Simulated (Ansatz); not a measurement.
Quartz-high SiO2 (high-temperature phase), treated with r²SCAN (plane waves, PAW; Ansatz, a program for electronic structure).

Settings: plane-wave cutoff 500 eV, 12×12×6 k mesh (along the axes of the cell as run), gaussian smearing 0.02 eV, scalar-relativistic PAW data made under PBE.

Cell (relaxed at this level):

```cif
data_O6Si3
_chemical_formula_sum 'Si3 O6'
_space_group_name_H-M_alt 'P 1'
_space_group_IT_number 1
_cell_length_a 5.05954
_cell_length_b 5.05954
_cell_length_c 5.54104
_cell_angle_alpha 90.000
_cell_angle_beta 90.000
_cell_angle_gamma 120.000
loop_
_space_group_symop_operation_xyz
  'x, y, z'
loop_
_atom_site_label
_atom_site_type_symbol
_atom_site_fract_x
_atom_site_fract_y
_atom_site_fract_z
_atom_site_occupancy
Si1 Si 0.50000 0.50000 0.33333 1
Si2 Si 0.50000 0.00000 0.00000 1
Si3 Si 0.00000 0.50000 0.66667 1
O1 O 0.20826 0.79174 0.83333 1
O2 O 0.20826 0.41651 0.50000 1
O3 O 0.58349 0.79174 0.16667 1
O4 O 0.79174 0.20826 0.83333 1
O5 O 0.79174 0.58349 0.50000 1
O6 O 0.41651 0.20826 0.16667 1
```

Question: Give the computed band gap.

Answer: 
* **band gap**: 6.30 eV (on the SCF k mesh)

Note: symmetry holds this phase in the static calculation, where it need not be a minimum; held by symmetry at 0 K, a high-temperature phase can be a saddle point.

It cost about 3 core-minutes (a rough figure) of CPU time.
